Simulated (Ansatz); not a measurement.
The parent structure is SrTe in the rock salt structure (space group Fm-3m, No. 225).

```yaml
crystal:
  lattice:
    - [0.00000, 3.30333, 3.30333]
    - [3.30333, 0.00000, 3.30333]
    - [3.30333, 3.30333, 0.00000]
  atoms:
    - { symbol: Sr, position: [0.00000, 0.00000, 0.00000] }
    - { symbol: Te, position: [0.50000, 0.50000, 0.50000] }
```

Cartesian axes are those of the cell as printed.

Level of theory: PBEsol, PAW, 420 eV (Ansatz, a first-principles code; no SOC).

Base values:

The band gap is 1.57 eV and the valence-band top at Γ is 0.00, 0.00, 0.00 eV.

It is then changed as follows: the cell is stretched by 3.00 % along z with no lateral relaxation, atoms relaxed at fixed cell.

Predict the new band gap.

The band gap rises by 0.07 eV (1.57 eV → 1.64 eV).

How does this affect the valence-band top at Γ?

The valence-band top at Γ (three highest levels, from the VBM) becomes 0.00, 0.00, -0.03 eV (base: 0.00, 0.00, 0.00 eV).

With Te present, leaving out spin-orbit coupling can change the band edges. The cells carry an imposed strain or load. Whether these cells are dynamically stable was not tested.
